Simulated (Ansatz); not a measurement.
V_Al+Si_Al in wurtzite AlN (start: the Al site; Al 3.09 Å away; 96-site cell, 2×2×2 shifted sampling). The numbers are results of PBE, PAW (plane waves to 420 eV; Ansatz, an electronic-structure program), not measurements. Total energies of the localised charge states, counted from that of charge 0, and their image corrections (point charge with alignment); the host's valence-band maximum lies at 6.942 eV on the cells' energy zero and its gap is 4.03 eV.

| charge | moment (μB) | E − E(first) (eV) | correction (eV) |
|---|---|---|---|
| 0 | 2.0 | 0.000 | 0.000 |
| −1 | 1.0 | 7.701 | 0.398 |
| −2 | not spin-polarised | 15.756 | 1.203 |

Derive the transition levels above the valence-band maximum and say which of them are thermodynamic.

A level is the Fermi energy at which two charges have equal formation energy: ε(q/q′) = [E(q′) + corr(q′) − E(q) − corr(q)] / (q − q′) − E_VBM.
ε(0/−1) = [(7.701 + 0.398) − (0.000 + 0.000)] / 1 − 6.942 = 1.16 eV
ε(−1/−2) = [(15.756 + 1.203) − (7.701 + 0.398)] / 1 − 6.942 = 1.92 eV
Thermodynamic levels at least 0.1 eV inside the gap: (0/−1) at 1.16 eV; (−1/−2) at 1.92 eV. Corrections reach 1.20 eV, so the outer levels may be off by several tenths of an eV. Only the charges listed were compared. The geometries come from one start. Flagged in the runs: a host whose relaxation on this sampling wasn't shown to rest, a strain field that reaches the edge of the cell.
